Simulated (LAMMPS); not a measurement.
Surface tension of liquid Al over temperature.

Level of theory: classical MD, pair style eam/alloy, file Al_zhou.eam.alloy (LAMMPS).

```csv
T (K),surface tension,excess energy
930,0.773 ± 0.008 N/m,0.83 J/m²
1070,0.77 ± 0.01 N/m,0.85 J/m²
1260,0.761 ± 0.009 N/m,0.85 J/m²
```

The ± values are statistical; the model's systematic error is not in them.
